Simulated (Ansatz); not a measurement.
**HfO2, response to strain**

Base system: HfO₂ (space group P2_1/c, No. 14).

```
CELL_PARAMETERS angstrom
      5.11418     0.00000     0.00000
      0.00000     5.18192     0.00000
     -0.87081     0.00000     5.22378
ATOMIC_POSITIONS crystal
  Hf 0.27620 0.04186 0.20826
  Hf 0.72380 0.54186 0.29174
  Hf 0.72380 0.95814 0.79174
  Hf 0.27620 0.45814 0.70826
  O  0.07004 0.33376 0.34403
  O  0.92996 0.83376 0.15597
  O  0.92996 0.66624 0.65597
  O  0.07004 0.16624 0.84403
  O  0.44797 0.75767 0.47848
  O  0.55203 0.25767 0.02152
  O  0.55203 0.24233 0.52152
  O  0.44797 0.74233 0.97848
```

Cartesian axes are those of the cell as printed.

Strains are applied to the cell and any free atomic positions relax; under biaxial strain the out-of-plane vector relaxes too; under stress the whole cell relaxes.

The values are results of r2SCAN (Ansatz, a program for electronic structure), no spin-orbit coupling, earlier PAW set, not measurements.

Notes on the quantities. pressure: mean of the normal stresses, compression positive; energy relative to the base: free energy F.

```tsv
variant	smallest direct gap	pressure	energy relative to the base	shortest interatomic distance	band gap
base	4.68 eV	0.00 GPa	0 meV/atom	3.857 bohr	4.60 eV
biaxial strain −0.62 %, plane normal [001], relaxed out of plane	4.71 eV	1.81 GPa	+1.2 meV/atom	3.836 bohr	4.62 eV
isotropic strain +2.18 %	4.70 eV	-12.30 GPa	+32 meV/atom	3.902 bohr	4.62 eV
uniaxial strain ε_xx = −1.30 %	4.71 eV	2.68 GPa	+2.1 meV/atom	3.848 bohr	4.61 eV
uniaxial strain ε_yy = −2.71 %	4.73 eV	7.89 GPa	+12 meV/atom	3.802 bohr	4.67 eV
uniaxial stress, 2 GPa tension along x	4.66 eV	–	+0.6 meV/atom	3.861 bohr	4.58 eV
tensor shear ε_xz = −3.28 %	(withheld)	(withheld)	(withheld)	(withheld)	(withheld)
```

Question: Some entries are withheld; estimate them.

Answer: 
- tensor shear ε_xz = −3.28 %, smallest direct gap: 4.55 eV
- tensor shear ε_xz = −3.28 %, pressure: 1.28 GPa
- tensor shear ε_xz = −3.28 %, energy relative to the base: +16 meV/atom
- tensor shear ε_xz = −3.28 %, shortest interatomic distance: 3.868 bohr
- tensor shear ε_xz = −3.28 %, band gap: 4.44 eV

With Hf present, leaving out spin-orbit coupling can change the band edges. Stability under load was not tested beyond the relaxation.
